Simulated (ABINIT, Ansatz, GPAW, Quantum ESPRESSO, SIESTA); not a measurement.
# One structure in several programs: Mg (P6_3/mmc, 4 atoms in the cell)

Self-consistent single point, at a second geometry (lattice scaled by 0.98). First geometry:

```yaml
crystal:
  lattice:
    - [3.22353, 0.00000, 0.00000]
    - [-1.61176, 2.79166, 0.00000]
    - [0.00000, 0.00000, 10.47055]
  atoms:
    - { symbol: Mg, position: [0.00000, 0.00000, 0.00000] }
    - { symbol: Mg, position: [0.00000, 0.00000, 0.50000] }
    - { symbol: Mg, position: [0.33333, 0.66667, 0.25000] }
    - { symbol: Mg, position: [0.66667, 0.33333, 0.75000] }
```

Shared settings, as Ansatz (a quantum-chemistry and plane-wave program) writes them: kpoints.mp_grid.grid = 8 8 3; scf.occupations.method = gaussian; scf.occupations.width = 0.1 eV. Potentials and cutoffs stand in the table.

```
code                                                                                                                                model  ΔF from the first geometry (meV/atom)  pressure (GPa)       cutoff
----------------  -----------------------------------------------------------------------------------------------------------------------  -------------------------------------  --------------  -----------
Quantum ESPRESSO                                                                           PBE, GBRV 1.5 ultrasoft (PBE) pseudopotentials                                    2.6            1.48        40 Ry
ABINIT                                                                                                        PBE, PAW (JTH v2.0 PBE PAW)                                    2.6            1.27        20 Ha
Ansatz                                                                                                                     PBE, PAW files                                    2.7            1.49       420 eV
SIESTA            GGA PBE, numerical atomic orbitals DZP, PseudoDojo PBE standard norm-conserving potentials (rewritten from UPF to PSML)                                   11.6            3.26  grid 300 Ry
GPAW                                                                                         PBE, GPAW PAW datasets PBE (gpaw-data 1.0.1)                                    2.1            1.42       850 eV
```

The spread over the programs that give each value: ΔF from the first geometry within 9.5 meV/atom; pressure within 1.99 GPa.

SIESTA uses small atom-centred bases, whose incompleteness enters pressures, forces and empty levels differently from a plane-wave cutoff. Ansatz's pressure is given at a fixed set of plane waves, as the other plane-wave codes print theirs. In the pressure, SIESTA (by 1.81) lies more than 1 GPa from the median of the plane-wave programs.

The starting cell comes from a database of computed structures (which also holds hypothetical and non-ambient phases and stackings), without a prior relaxation at this level. Its lattice was rescaled by a random factor within 2.5 % of one. For this run, on top of that: lattice scaled by 0.98.

Left out of this page: CP2K (unsound by tests on forces, stress, charge or solver warnings); Elk and FLEUR (not drawn, or without a comparable value).

Keys are those of Ansatz 0.2.
